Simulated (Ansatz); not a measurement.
**Several settings converged on Sb (Im-3m, 1 atom in the cell)**

```xyz
1
Lattice="-1.8620 1.8620 1.8620 1.8620 -1.8620 1.8620 1.8620 1.8620 -1.8620" Properties=species:S:1:pos:R:3 pbc="T T T"
Sb     0.0000     0.0000     0.0000
```

Base method: LDA (PW92), default PAW files made with PBE (plane waves; Ansatz, a program for electronic structure).

Base settings: basis.ecutwfc = 420 eV; kpoints.mp_grid.grid = 12 12 12; hamiltonian.xc = lda; hamiltonian.pseudopotentials = {kind: paw} (the program's default PAW files); scf.occupations.method = gaussian; scf.occupations.width = 0.1 eV.

The count of work is k-points × plane waves × bands × iterations; it is no time. 

**The cutoff for other potential files**

Level: DFT, LDA (PW92), plane waves, harder PAW files (source: ansatz) made with PBE.

In this ladder: hamiltonian.pseudopotentials = {kind: paw, source: ansatz}.

The second cell is the first with its lattice scaled by 0.98.

The mesh stays at the base's, so the ladder's end is converged at best in this setting alone.

The first pressure column holds Ansatz's estimate of the finite-basis (Pulay) stress, which hides part of the cutoff error; the other is without it.

Only quantities that move along the ladder and can be compared are tabulated.

| basis.ecutwfc | free energy less the last step's (meV/atom) | energy of the compressed cell less the first (meV/atom) | pressure (GPa) | pressure without the Pulay estimate (GPa) | count of work / last |
|---|---|---|---|---|---|
| 205 eV | 40037.10 | 96.60 | 9.48 | -1267.67 | 0.13 |
| 255 eV | 6055.75 | 12.64 | -0.61 | -242.98 | 0.14 |
| 320 eV | 486.28 | 13.77 | -0.82 | -26.74 | 0.20 |
| 390 eV | 23.81 | 13.75 | -0.76 | -2.51 | 0.27 |
| 460 eV | 1.48 | 13.82 | -0.75 | -0.82 | 0.38 |
| 550 eV | 0.65 | 13.82 | -0.75 | -0.76 | 0.48 |
| 690 eV | 0.28 | 13.82 | -0.75 | -0.76 | 0.66 |
| 920 eV | 0.00 | 13.81 | -0.75 | -0.75 | 1.0 |

Coarsest basis.ecutwfc that holds the pressure without the Pulay estimate within 0.5 GPa of the last step, with all finer ones: 460 eV, at 0.38 of the last step's count of work; the step before is off by 1.8 GPa.

Coarsest basis.ecutwfc that holds the free energy within 2 meV/atom of the last step, with all finer ones: 460 eV, at 0.38 of the last step's count of work; the step before is off by 24 meV/atom.

Coarsest basis.ecutwfc that holds the pressure within 0.1 GPa of the last step, with all finer ones: 320 eV, at 0.20 of the last step's count of work; the step before is off by 0.15 GPa.

The energy difference between the two cells stays within 1 meV/atom of the last step's from 320 eV on, the total only from 550 eV on: much of the error is common to both cells and cancels.

At the lowest cutoff the pressure without the Pulay estimate lies 1270 GPa under the last step's, the usual sign of Pulay stress in an incomplete plane-wave basis.

**The relaxed cell against the cutoff**

In this ladder: relax = cell and atoms.

The mesh stays at the base's, so the ladder's end is converged at best in this setting alone.

Only quantities that move along the ladder and can be compared are tabulated.

```tsv
basis.ecutwfc	relaxed volume (Å³/atom)	relaxation steps
250 eV	25.472	18
295 eV	25.535	11
355 eV	25.547	4
420 eV	25.533	4
505 eV	25.533	4
630 eV	25.532	4
840 eV	25.532	4
```

Coarsest basis.ecutwfc that holds the relaxed volume within 0.051 Å³/atom of the last step, with all finer ones: 295 eV; the step before is off by 0.060 Å³/atom.

At the lowest cutoff the cell relaxes to a volume 0.2 % smaller than at the highest. Ansatz relaxes on a stress corrected for the finite basis.

On the base run: the starting cell comes from a database of computed structures (which also holds hypothetical and non-ambient phases and stackings), without a prior relaxation at this level. Its lattice was rescaled by up to half a per cent.

Left out of this page: 1 run of the series failed or unconverged.

Keys are those of Ansatz 0.2.
